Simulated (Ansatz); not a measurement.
SiO2 (P4₁2₁2, No. 92), treated with G0W0@PBEsol (Ansatz, a quantum-chemistry and plane-wave program, plane waves, hard PAW, contour deformation).

The same calculation (at the measured cell, 14.265 Å³/atom) with different numerical settings; throughout: k mesh 2×2×2:

| run | response cutoff (eV) | empty bands | quasiparticle gap on the mesh (eV) | quasiparticle gap at Γ (eV) | rough time |
|---|---|---|---|---|---|
| 1 | 70 | 418 | 8.570 | 8.570 | 5 core-min |
| 2 | 105 | 768 | 8.760 | 8.760 | 9 core-min |
| 3 | 140 | 1183 | 8.918 | 8.918 | 20 core-min |
| 4 | 175 | 1653 | 9.018 | 9.018 | 30 core-min |
| 5 | 210 | 2173 | 9.087 | 9.087 | 60 core-min |

In the column quasiparticle gap on the mesh (eV) the first row differs from the last by -0.517 and the next to last by -0.069.

The last row is no converged limit: other settings stay fixed.
